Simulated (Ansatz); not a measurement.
The parent structure is Ta in the bcc (W type) structure (space group Im-3m, No. 229).

```xyz
1
Lattice="-1.6410 1.6410 1.6410 1.6410 -1.6410 1.6410 1.6410 1.6410 -1.6410" Properties=species:S:1:pos:R:3 pbc="T T T"
Ta     0.0000     0.0000     0.0000
```

Cartesian axes are those of the cell as printed.

Method: Ansatz (a first-principles code), PBEsol, PAW, cutoff 420 eV, without spin-orbit coupling.

Strains are applied to the cell and any free atomic positions relax; under biaxial strain the out-of-plane vector relaxes too; under stress the whole cell relaxes.

One change was made to it. Results:

The volume per atom drops by 0.181 Å³, from 17.68 Å³ to 17.49 Å³; the energy rises by 4.5 meV/atom.

### Question
What was done to the base?
(A) uniaxial stress, 3 GPa tension along x
(B) biaxial strain −1.20 %, plane normal [001], relaxed out of plane
(C) biaxial strain −4.13 %, plane normal [110], relaxed out of plane

### Answer
B, biaxial strain −1.20 %, plane normal [001], relaxed out of plane. For comparison, the energy relative to the base in the other runs: biaxial strain −4.13 %, plane normal [110], relaxed out of plane gives +63 meV/atom; uniaxial stress, 3 GPa tension along x gives +3.0 meV/atom.

Without a gap, meshes like the base's 20×20×20 leave anisotropic stresses uncertain by several tenths of a GPa, and small strain energies with them. Stability under load was not tested beyond the relaxation. The final runs are not spin-polarised.
